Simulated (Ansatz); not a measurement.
Al on the Si site + C vacancy (4H silicon carbide host)

These are PBE, PAW (plane waves to 420 eV; Ansatz, a program for electronic structure) values and carry that method's errors. A 3×2×1 supercell of 96 sites was used; the energies come from a 2×2×2 shifted sampling of its zone. Sites at the start: the Si(k) site; C(k) 1.90 Å away, along c. Energies of charged states are corrected for periodic images (point charge plus alignment at distant sites). Dielectric constants: PBE linear response of the host. Host gap at this level: 2.23 eV. Finite-size and sampling errors can reach tenths of an eV here. Levels are measured in PBE's own, too narrow, gap. Spin–orbit coupling is left out. Each state is the lowest found from its start.

Formation energies E_f are given with the Fermi level at the valence-band maximum. Chemical conditions: C-rich (Δμ(C) = 0.00 eV, Δμ(Si) = -0.41 eV, Δμ(Al) = -0.16 eV, bounded by Al4C3 (R-3m); only phases computed here count, gases as isolated molecules at 0 K). Reference phases: Al: fcc Al, C: graphite, Si: silicon.

```csv
charge,moment (μB),largest move off a lattice site (Å),image correction with alignment (eV),"E_f, C-rich (eV)"
+2*,fractional,0.10,–,–
+1,not spin-polarised,0.12,0.12,2.19
0,1.0,0.09,0.02,3.60
```

* At this level the carrier isn't localised at the defect: at charge +2 holes occupy the valence band. Such a state is shallow or no state of the defect, and this cell gives it no level.

Transition levels above the valence-band maximum: ε(+1/0) = 1.41 eV. On the lower envelope of the bound states, inside the gap: (+1/0) at 1.41 eV.

Flagged in the runs: a host whose relaxation on this sampling wasn't shown to rest.

All states together cost around 110 core-minutes (rough).
